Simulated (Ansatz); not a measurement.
**Contacts of TaC-rs**

Plane-wave PAW runs of Ansatz (an electronic-structure program) at PBE, 420 eV, without spin–orbit coupling and spin-polarised for magnetic metals alone: periodic stacks cut from bulk faces, the metal strained to the host, one local minimum each, barriers from the potential line-up. PBE gaps are too small, so electron and hole barriers sum to less than measured.

```json
[
 {"metal face": "(1) TaC-rs (001)", "host face": "MgO-rs (001)", "atoms; faces of host | metal; metal's strain (%)": "28; MgO/MgO | CTa/CTa; -5.0"},
 {"metal face": "(2) TaC-rs (001)", "host face": "SiC-3C (001)", "atoms; faces of host | metal; metal's strain (%)": "23; Si/Si | CTa/CTa; -2.1"},
 {"metal face": "(3) TaC-rs (110)", "host face": "C-dia (110)", "atoms; faces of host | metal; metal's strain (%)": "96; C/C | CTa/CTa; -2.3"},
 {"metal face": "(4) TaC-rs (110)", "host face": "Si (110)", "atoms; faces of host | metal; metal's strain (%)": "68; Si/Si | CTa/CTa; -0.2"}
]
```

**Question.** Estimate the barriers.

**Answer.** 
```csv
metal face,host face,atoms; faces of host | metal; metal's strain (%),hole barrier (eV),electron barrier (eV)
(1) TaC-rs (001),MgO-rs (001),28; MgO/MgO | CTa/CTa; -5.0,3.54,0.92
(2) TaC-rs (001),SiC-3C (001),23; Si/Si | CTa/CTa; -2.1,1.19,0.18
(3) TaC-rs (110),C-dia (110),96; C/C | CTa/CTa; -2.3,0.40,3.73
(4) TaC-rs (110),Si (110),68; Si/Si | CTa/CTa; -0.2,0.21,0.40
```
